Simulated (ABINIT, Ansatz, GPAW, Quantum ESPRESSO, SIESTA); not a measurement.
## Code comparison for CaO (Fm-3m, 2 atoms in the cell)

Self-consistent single point.

```
CaO
1.0
    0.00000     2.35428     2.35428
    2.35428     0.00000     2.35428
    2.35428     2.35428     0.00000
Ca O
1 1
Direct
  0.00000   0.00000   0.00000
  0.50000   0.50000   0.50000
```

Shared settings, as Ansatz (a program for electronic structure) writes them: kpoints.mp_grid.grid = 2 2 2; scf.occupations.method = fermi_dirac; scf.occupations.width = 0.02 eV. Potentials and cutoffs stand in the table.

```tsv
code	model	pressure (GPa)	gap on the mesh (eV)	cutoff
GPAW	PBE, GPAW PAW datasets PBE (gpaw-data 1.0.1)	–	3.391	900 eV
SIESTA	GGA PBE, numerical atomic orbitals TZP, PseudoDojo PBE standard norm-conserving potentials (rewritten from UPF to PSML)	15.80	4.319	grid 350 Ry
Ansatz	PBE, PAW files	11.19	3.347	420 eV
ABINIT	PBE, norm-conserving pseudopotentials (PseudoDojo nc-sr-05 PBE standard)	11.02	3.358	42 Ha
Quantum ESPRESSO	PBE, SSSP 1.1.2 efficiency (PBE) pseudopotentials	11.34	3.345	55 Ry
```

A dash marks a value that a program does not give, or that is left out as unsure.

Gaps are read on the mesh.

The spread over the programs that give each value: pressure within 4.78 GPa; gap on the mesh within 0.974 eV.

SIESTA uses small atom-centred bases, whose incompleteness enters pressures, forces and empty levels differently from a plane-wave cutoff. Ansatz's pressure is given at a fixed set of plane waves, as the other plane-wave codes print theirs; with its correction for the finite basis it is 11.47 GPa (the shift of 0.28 GPa shows how far the cutoff is from converged). The pressure of GPAW is left out: its cutoff lies under the one at which its stress was checked. In the pressure, SIESTA (by 4.61) lies more than 1 GPa from the median of the plane-wave programs. In the gap, SIESTA (by 0.966) lies more than 0.12 eV from the median of the plane-wave programs.

On the base mesh (12 12 12) the same programs gave: Ansatz pressure 9.33 GPa, gap on the mesh 3.629 eV; Quantum ESPRESSO pressure 9.45 GPa, gap on the mesh 3.628 eV; ABINIT pressure 9.16 GPa, gap on the mesh 3.638 eV; GPAW gap on the mesh 3.670 eV; SIESTA pressure 19.74 GPa, gap on the mesh 4.429 eV.

The values differ from the base mesh's, so the mesh still matters here: the table compares the programs at equal settings.

The starting cell comes from a database of computed structures (which also holds hypothetical and non-ambient phases and stackings), without a prior relaxation at this level. Its lattice was rescaled by a random factor within 2.5 % of one.

Left out of this page: CP2K (on another mesh); Elk (not drawn, or without a comparable value).

Keys are those of Ansatz 0.2.
